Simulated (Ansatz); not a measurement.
Phonon-limited resistivity of CuS (F-43m) against temperature in μΩ·cm, PBEsol, DFPT electron-phonon coupling, linearised Boltzmann equation (Ansatz, a program for electronic structure), harmonic crystal at a fixed cell.

```json
[
 {"T": "50 K", "ρ": "1.32"},
 {"T": "77 K", "ρ": "2.8"},
 {"T": "100 K", "ρ": "[?]"},
 {"T": "150 K", "ρ": "7.4"},
 {"T": "200 K", "ρ": "10.7"},
 {"T": "250 K", "ρ": "[?]"},
 {"T": "273 K", "ρ": "[?]"},
 {"T": "300 K", "ρ": "17.2"}
]
```

### Question
Some entries are withheld; supply them.

### Answer

- 100 K, ρ: 4.2
- 250 K, ρ: 14.0
- 273 K, ρ: 15.5

A metal at this level (no band gap). Only scattering by harmonic phonons is included (no impurities, grain boundaries, electron-electron scattering or thermal expansion). Spin-orbit coupling is left out. Halving the electron mesh (28x28x28) moves the resistivity by up to 6 %. Smearing 0.20 eV; phonons on a 5x5x5 q mesh, which this run doesn't test and which matters most at low temperature.

Computed structure, not matched to a measured one here, so possibly hypothetical: CuS (F-43m).
